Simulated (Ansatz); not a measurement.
## Quick settings and what they miss: a (001) slab of Ti3Al5 (cut from a parent of space group no. 47; 8 atoms in the cell)

Self-consistent single point.

```
CELL_PARAMETERS angstrom
      3.97825     0.00000     0.00000
      0.00000     4.09342     0.00000
      0.00000     0.00000    20.18430
ATOMIC_POSITIONS crystal
  Ti 0.00000 0.50000 0.65320
  Ti 0.00000 0.50000 0.44089
  Ti 0.50000 0.50000 0.54704
  Al 0.00000 0.00000 0.54704
  Al 0.00000 0.00000 0.34680
  Al 0.50000 0.50000 0.34680
  Al 0.50000 0.00000 0.64404
  Al 0.50000 0.00000 0.45003
```

Level of theory: PBEsol, PAW files made with PBE (plane waves; Ansatz, a first-principles code).

Base settings: basis.ecutwfc = 420 eV; kpoints.mp_grid.grid = 7 7 1; hamiltonian.xc = pbesol; hamiltonian.pseudopotentials = {kind: paw} (the program's default PAW files); scf.occupations.method = fermi_dirac; scf.occupations.width = 0.1 eV.

Tight run (finer mesh or higher cutoff; not a proven limit): basis.ecutwfc: 420 eV → 590 eV; kpoints.mp_grid.grid: 7 7 1 → 10 10 1; scf.convergence.dr2_threshold: default (1e-07 eV) → 1e-09 eV. It gave Fermi level (on the code's own zero) 1.59 eV; pressure averaged over the cell with its vacuum -3.25 GPa; largest force (vector length) 1.012 eV/Å.

Quick runs, as changes from the base:
- A: the base itself
- B: basis.ecutwfc: 420 eV → 335 eV; kpoints.mp_grid.grid: 7 7 1 → 6 6 1; hamiltonian.xc: pbesol → lda [LDA (PW92)]
- C: basis.ecutwfc: 420 eV → 210 eV; kpoints.mp_grid.grid: 7 7 1 → 8 8 1; scf.convergence.dr2_threshold: default (1e-07 eV) → 0.0001 eV
- D: basis.ecutwfc: 420 eV → 250 eV; kpoints.mp_grid.grid: 7 7 1 → 6 6 1; scf.occupations.width: 0.1 eV → 0.5 eV
- E: basis.ecutwfc: 420 eV → 295 eV; kpoints.mp_grid.grid: 7 7 1 → 4 4 1; hamiltonian.xc: pbesol → lda; scf.convergence.dr2_threshold: default (1e-07 eV) → 0.0001 eV [LDA (PW92)]
- F: basis.ecutwfc: 420 eV → 335 eV; kpoints.mp_grid.grid: 7 7 1 → 2 2 1; scf.occupations.method: fermi_dirac → methfessel_paxton; scf.occupations.width: 0.1 eV → 0.272 eV

Energies are extrapolated to zero smearing width, which holds to low order in the width alone.

Dashes: energy of B, E, another energy zero.

† marks runs with another functional, U, potentials or spin treatment: their distance from the tight run is not a convergence error alone.

The count of work is k-points × plane waves × bands × iterations; it is no time. 

The starting cell comes from a database of computed structures (which also holds hypothetical and non-ambient phases and stackings), without a prior relaxation at this level. The slab is cut from that crystal, and its faces are unrelaxed. Its lattice was rescaled in the plane by a random factor within 2.5 % of one. Spin polarisation is off. The two faces of this cut differ, and no dipole correction was used. In the base run, forces exceed 1 eV/Å.

```tsv
run	energy less tight (meV/atom)	largest miss in a force vector (eV/Å)	count of work / tight
A	0.7	0.019	0.22
B†	–	0.221	0.16
C	986.2	0.237	0.099
D	232.0	0.286	0.12
E†	–	0.204	0.052
F	89.2	0.549	0.044
```

Among the runs at the tight run's level, the energy misses run from 0.7 to 986.2 meV/atom.

Keys are those of Ansatz 0.2.
